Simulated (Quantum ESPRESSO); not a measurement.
Checking a run of Quantum ESPRESSO on Sr3Sn2S7 (Pbam, 24 atoms in the cell). The aim is a self-consistent single point with DFT, PBEsol, plane waves, PseudoDojo standard norm-conserving (PBESOL) pseudopotentials.

Cell that was meant: a = 11.2624 Å, b = 12.5583 Å, c = 3.9165 Å, α = 90.00°, β = 90.00°, γ = 90.00°.

Part of the input:

```fortran
 ecutwfc = 75
 occupations = 'smearing'
 smearing = 'fermi-dirac'
 degauss = 0.1
/
&electrons
 conv_thr = 1.0d-9
```

Log, with long lists cut:

```
     Message from routine setup:
     using ibrav=0 with symmetry is DISCOURAGED, use correct ibrav instead
     G-vector sticks info
   [... lines left out ...]

     number of k points=     3  Fermi-Dirac smearing, width (Ry)=  0.1000
                       cart. coord. in units 2pi/alat
        k(    1) = (   0.2500000   0.2242036   0.2875639), wk =   0.8000000
        k(    2) = (   0.2500000   0.2242036   0.8626917), wk =   0.8000000
        k(    3) = (   0.2500000   0.2242036  -1.4378194), wk =   0.4000000

     Dense  grid:   328107 G-vectors     FFT dimensions: ( 120, 144,  45)

     Initial potential from superposition of free atoms

     starting charge     199.9474, renormalised to     200.0000
     Self-consistent Calculation

     iteration #  1     ecut=    75.00 Ry     beta= 0.70

     Threshold (ethr) on eigenvalues was too large:
     Diagonalizing with lowered threshold

     total energy              =   -1351.58097514 Ry
     estimated scf accuracy    <       0.67286626 Ry

     iteration #  2     ecut=    75.00 Ry     beta= 0.70

     total energy              =   -1351.67143889 Ry
     estimated scf accuracy    <       0.73948820 Ry

     iteration #  3     ecut=    75.00 Ry     beta= 0.70

     total energy              =   -1351.83312507 Ry
     estimated scf accuracy    <       0.09829454 Ry

   [... 8 blocks of this kind left out ...]

     iteration # 12     ecut=    75.00 Ry     beta= 0.70

     total energy              =   -1351.85846242 Ry
     estimated scf accuracy    <          2.4E-09 Ry

     iteration # 13     ecut=    75.00 Ry     beta= 0.70
     c_bands:  1 eigenvalues not converged
     End of self-consistent calculation

     the Fermi energy is     8.8950 ev

!    total energy              =   -1351.85846242 Ry
     estimated scf accuracy    <          2.6E-10 Ry
     smearing contrib. (-TS)   =      -3.53451689 Ry
     internal energy E=F+TS    =   -1348.32394553 Ry

     convergence has been achieved in  13 iterations

     Forces acting on atoms (cartesian axes, Ry/au):

     atom    1 type  1   force =     0.00233271   -0.00152283   -0.00000000
     atom    2 type  1   force =    -0.00233271    0.00152283   -0.00000000
     atom    3 type  1   force =     0.00233271    0.00152283    0.00000000
     atom    4 type  1   force =    -0.00233271   -0.00152283    0.00000000
   [... lines left out ...]

     Total force =     0.275489     Total SCF correction =     0.000090

          total   stress  (Ry/bohr**3)                   (kbar)     P=       93.04
   0.00057112   0.00000000   0.00000000           84.01        0.00        0.00
   0.00000000   0.00073276   0.00000000            0.00      107.79        0.00
   0.00000000   0.00000000   0.00059362            0.00        0.00       87.32

   JOB DONE.
```

Q: Is anything amiss in this input, and did it matter?

A: The run is not sound. The fault is a smearing width that is far too large. A width of many tenths of an electronvolt moves electrons far across the Fermi level or the gap, and the free energy and its derivatives carry a large smearing term. To fix it, use a width small against the gap or band features. The run converged in 13 iterations without an error; against the sound input the free energy goes down by 807 meV/atom, the pressure goes from 3.34 to 9.30 GPa, the largest force goes from 0.807 to 2.322 eV/Å and no clean gap remains on the mesh (levels overlap or are partly filled), against 1.49 eV before.

An input that runs soundly differs in these lines (not the only fix; some lines may just follow from the change or write a value another way):
```diff
- degauss = 0.1
+ degauss = 0.0036749
```

With that input, the run converged in 12 iterations: free energy E − TS -18373.5971 eV; top of the valence band (on the code's own zero) 7.17 eV; gap on the k-point mesh 1.49 eV; pressure 3.34 GPa; largest force (vector length) 0.807 eV/Å (DFT, PBEsol, plane waves, PseudoDojo standard norm-conserving (PBESOL) pseudopotentials).

On the sound input: the starting cell comes from a database of computed structures (which also holds hypothetical and non-ambient phases and stackings), without a prior relaxation at this level. Its lattice was rescaled by a random factor within 2.5 % of one. With a pressure of about 3 GPa the cell is away from its equilibrium volume at this level. The shifted mesh does not hold Γ, so a gap read on it misses any band edge there.
